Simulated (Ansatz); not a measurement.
The reference is MgO in the rock salt structure (space group Fm-3m, No. 225; a = 4.2141 Å). Axes: x, y, z lie along the cube axes.

Method: PBEsol (Ansatz, a first-principles code; PAW; 420 eV plane waves; without spin-orbit coupling).

Strains are applied to the cell and any free atomic positions relax.

One change was made to it. Results:

```json
[
 {"quantity": "energy relative to the base (free energy F)", "base": "0 meV/atom", "after": "+2.1 meV/atom"},
 {"quantity": "pressure (mean of the normal stresses, compression positive)", "base": "0.01 GPa", "after": "2.54 GPa"},
 {"quantity": "electron mass", "base": "0.34 mₑ (at Γ)", "after": "0.35 mₑ (at Γ)"},
 {"quantity": "band gap", "base": "4.62 eV", "after": "4.75 eV"},
 {"quantity": "valence-band top at Γ (three highest levels, from the VBM)", "base": "0.00, 0.00, 0.00 eV", "after": "0.00, 0.00, -0.03 eV"}
]
```

**Question.** Name the change that was made.
A. uniaxial strain ε_zz = −1.50 %
B. uniaxial strain ε_zz = +1.00 %
C. uniaxial strain ε_zz = −2.50 %
D. uniaxial strain ε_zz = +2.50 %
E. uniaxial strain ε_zz = −0.50 %

**Answer.** A, uniaxial strain ε_zz = −1.50 %. For comparison, the band gap in the other runs: uniaxial strain ε_zz = −0.50 % gives 4.66 eV; uniaxial strain ε_zz = +1.00 % gives 4.51 eV; uniaxial strain ε_zz = −2.50 % gives 4.84 eV; uniaxial strain ε_zz = +2.50 % gives 4.35 eV.

Effective masses come from finite differences of ±0.01 Å⁻¹. Stability against distortions was not tested.
